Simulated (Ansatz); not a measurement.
A computed series for KI: response to strain

Base system: KI in the rock salt structure (space group Fm-3m, No. 225; a = 7.006 Å). Axes: x, y, z lie along the cube axes.

Strains are applied to the cell and any free atomic positions relax; under biaxial strain the out-of-plane vector relaxes too.

Calculations: DFT with PBEsol, PAW potentials and a 420 eV plane-wave cutoff in Ansatz (a program for electronic structure), no spin-orbit coupling.

Candidates:
(a) biaxial strain −0.42 %, plane normal [111], relaxed out of plane
(b) biaxial strain −2.50 %, plane normal [111], relaxed out of plane
(c) biaxial strain +0.42 %, plane normal [111], relaxed out of plane
(d) biaxial strain +2.50 %, plane normal [111], relaxed out of plane

Question: Order them by out-of-plane strain, lowest first.

Answer: (d) biaxial strain +2.50 %, plane normal [111], relaxed out of plane (-2.98 %), (c) biaxial strain +0.42 %, plane normal [111], relaxed out of plane (-0.45 %), (a) biaxial strain −0.42 %, plane normal [111], relaxed out of plane (+0.53 %), (b) biaxial strain −2.50 %, plane normal [111], relaxed out of plane (+2.89 %)

Stability against distortions was not tested.
